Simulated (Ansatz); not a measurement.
**Al2Cu (I4/mcm, No. 140)**

Level of theory: LDA (Ansatz, a first-principles code, PAW).

Run with plane-wave cutoff 500 eV, 14×14×14 k mesh, Fermi–Dirac smearing 0.1 eV, no spin polarisation, scalar-relativistic PAW data made under PBE.

Cell (relaxed at this level):

```
CELL_PARAMETERS angstrom
     -2.96965     2.96965     2.38743
      2.96965    -2.96965     2.38743
      2.96965     2.96965    -2.38743
ATOMIC_POSITIONS crystal
  Al 0.65924 0.15924 0.81848
  Al 0.15924 0.34076 0.50000
  Al 0.84076 0.65924 0.50000
  Al 0.34076 0.84076 0.18152
  Cu 0.75000 0.75000 0.00000
  Cu 0.25000 0.25000 0.00000
```

```json
{
  "band_gap": "zero (no gap)"
}
```

Note: the volume lies 5 % below that of the published cell.

Computed values are for the static lattice.

It cost roughly 100 core-seconds of CPU time.
